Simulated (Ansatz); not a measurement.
InSe (P6₃/mmc, No. 194; structure not from a measured cell), treated with PBE0 in Ansatz (plane waves, PAW).

Settings: plane-wave cutoff 460 eV, 6×6×2 k mesh (along the axes of the cell as run), Fermi–Dirac smearing 0.01 eV, scalar-relativistic PAW data made under PBE.

Cell (relaxed with PBEsol):

```
CELL_PARAMETERS angstrom
      4.00573     0.00000     0.00000
     -2.00287     3.46907     0.00000
      0.00000     0.00000    16.99831
ATOMIC_POSITIONS crystal
  In 0.33333 0.66667 0.33167
  In 0.66667 0.33333 0.66833
  In 0.66667 0.33333 0.83167
  In 0.33333 0.66667 0.16833
  Se 0.33333 0.66667 0.59308
  Se 0.66667 0.33333 0.40692
  Se 0.66667 0.33333 0.09308
  Se 0.33333 0.66667 0.90692
```

Problem. Estimate the band gap that the calculation returns.

Solution. 
- band gap = 1.88 eV (on the SCF k mesh)

Measured, for comparison: band gap 1.17 eV (temperature not stated, not corrected to a static lattice; as tabulated in Kim et al. (2020), doi:10.1038/s41597-020-00723-8).

Note: cell and atoms aren't relaxed at this level (largest force component 0.15 eV/Å, pressure 0.7 GPa); the cell has widely spaced layers and the level no dispersion term, so their spacing and the moduli can rest on weak binding.

Spin–orbit coupling is not included.

Computing time: very roughly 7 core-minutes.

Ansatz is a program for electronic structure.
